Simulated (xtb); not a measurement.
xtb 6.7.1, GFN1-xTB: Ti(S)(Cl)(OMe) (C[O][Ti](=[S])[Cl]), 8 atoms. The geometry is a generated start, not checked to be a minimum at this level.

```
Item                                                                                                            Value
------------------------  -------------------------------------------------------------------------------------------
method                                                                                                       GFN1-xTB
--acc                                                                                                     1 (default)
--etemp (K)                                                                                             300 (default)
detailed input (--input)  none: ANC optimiser, Lindh (1995) Hessian, microcycle=20, maxdispl=1.0, hlow=0.01 (default)
basis functions                                                                                                    44
valence electrons                                                                                                  30
```

```xyz
8

Ti    -0.3311     0.7642     1.5087
S      0.3816    -1.1094     2.2803
Cl     1.3562     2.0932     1.6579
O     -0.6795     0.4973    -0.1302
C     -0.2653    -0.3866    -1.1338
H      0.4248    -1.1366    -0.6948
H     -1.1393    -0.8975    -1.5593
H      0.2526     0.1756    -1.9288
```

Charge 0 and multiplicity 1 are set for this test and not shown to be the ground state.

The structure is relaxed from this start with --opt LEVEL for the levels crude, sloppy, loose, lax, normal, tight, vtight, extreme, once each. Up to the end of the extreme run atoms move by at most 0.75 Å along an axis.

Q: What is the loosest level that ends within 5 meV of the extreme run, and how many cycles does it take?

A: loose: 17 cycles against 61, ending 3.5 meV above.

| level | cycles | energy above the extreme run (meV) | gradient norm (eV/Å) |
|---|---|---|---|
| crude | 12 | 14 | 0.41 |
| sloppy | 14 | 8.1 | 0.23 |
| loose | 17 | 3.5 | 0.094 |
| lax | 18 | 3.2 | 0.080 |
| normal | 21 | 2.9 | 0.028 |
| tight | 22 | 2.9 | 0.011 |
| vtight | 60 | under 0.01 | 0.0044 |
| extreme | 61 | — | 0.0017 |
